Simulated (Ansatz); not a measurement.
ZrAl3 (I4/mmm, No. 139), treated with PBEsol (plane waves, PAW; Ansatz, a first-principles code).

Settings: plane-wave cutoff 520 eV, 20×20×20 k mesh, Fermi–Dirac smearing 0.05 eV, scalar-relativistic PAW data made under PBE.

The volume scan:

| V (Å³/atom) | E − E_lowest (meV/atom) | P (GPa) |
|---|---|---|
| 16.369 | 9.88 | 4.81 |
| 16.710 | 2.39 | 2.28 |
| 17.051 | 0.00 | 0.00 |
| 17.392 | 2.24 | -2.07 |
| 17.733 | 8.65 | -3.93 |

Task: Estimate the bulk modulus from the pressures at 16.710 and 17.392 Å³/atom, and compare it with a fit to all energies.

Result: B = −V dP/dV. Between V = 16.710 and 17.392 Å³/atom, dP/dV = (-2.07 − (2.28))/(17.392 − 16.710) = -6.38 GPa per Å³/atom; at the midpoint 17.051 Å³/atom this gives B ≈ 109 GPa. The third-order Birch–Murnaghan fit gives V0 = 17.051 Å³/atom, B0 = 108 GPa, B′ = 4.0, which lies within 1 % of that estimate.

Shape and atoms are relaxed at each volume.

Note: the bulk modulus comes from volumes at which shape and atoms were relaxed.

Computed values are for the static lattice.
